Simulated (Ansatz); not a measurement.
## A computed series for SnO: response to strain

Start from SnO in the litharge type structure (space group P4/nmm, No. 129; layered, stacked along the Cartesian z axis).

```xyz
4
Lattice="3.7934 0.0000 0.0000 0.0000 3.7934 0.0000 0.0000 0.0000 4.7643" Properties=species:S:1:pos:R:3 pbc="T T T"
Sn     1.8967     0.0000     1.1462
Sn     0.0000     1.8967     3.6181
O      0.0000     0.0000     0.0000
O      1.8967     1.8967     0.0000
```

Cartesian axes are those of the cell as printed.

Strains are applied to the cell and any free atomic positions relax; under biaxial strain the out-of-plane vector relaxes too.

Level of theory: r2SCAN+rVV10 in Ansatz (plane waves to 500 eV, PAW, without spin-orbit coupling).

### Question
Only one of these has a band gap. Which?
A) isotropic strain +2.51 %
B) strain tensor (xx, yy, zz, yz, xz, xy) = (−1.01, −0.03, +0.19, −0.24, −0.93, +0.66) %
C) biaxial strain −0.49 %, plane normal [001], relaxed out of plane
D) uniaxial strain ε_zz = −2.07 %

### Answer
A, isotropic strain +2.51 %. Computed: biaxial strain −0.49 %, plane normal [001], relaxed out of plane: zero; strain tensor (xx, yy, zz, yz, xz, xy) = (−1.01, −0.03, +0.19, −0.24, −0.93, +0.66) %: zero; isotropic strain +2.51 %: 0.67 eV; uniaxial strain ε_zz = −2.07 %: zero

A case with no gap was solved on a k-mesh chosen for an insulator, which is coarse for it. Whether these cells are dynamically stable was not tested. The final runs are not spin-polarised. A zero or small gap of SnO can be the functional's error rather than a property of the material.

Ansatz is a first-principles code.
